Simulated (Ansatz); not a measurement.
Start from W in the bcc (W type) structure (space group Im-3m, No. 229; relaxed with 0.1 eV smearing).

```yaml
crystal:
  lattice:
    - [-1.58442, 1.58442, 1.58442]
    - [1.58442, -1.58442, 1.58442]
    - [1.58442, 1.58442, -1.58442]
  atoms:
    - { symbol: W, position: [0.00000, 0.00000, 0.00000] }
```

Cartesian axes are those of the cell as printed.

The values are results of Ansatz (a first-principles code) r2SCAN, no spin-orbit coupling, not measurements.

Modification: uniaxial strain ε_yy = +2.84 %, all other strain components held at zero; the atoms relax in the strained cell.

Problem. Predict the stress tensor and what it implies for the stiffness.

Solution. Stress of the strained cell less that of the base (GPa, compression positive):
```
   -5.4     0.0     0.0
    0.0   -14.2     0.0
    0.0     0.0    -5.4
```

Then −Δσ_ii/ε with ε = 0.0284 gives secant stiffness values (nonlinear terms included at this strain): C22 ≈ 499 GPa, C12 ≈ 190 GPa and C23 ≈ 190 GPa.

As a check, the harmonic strain energy −½ V₀ Δσ:ε is 20 meV/atom; the computed energy rise is 21 meV/atom.

Whether these cells are dynamically stable was not tested. The final runs are not spin-polarised.
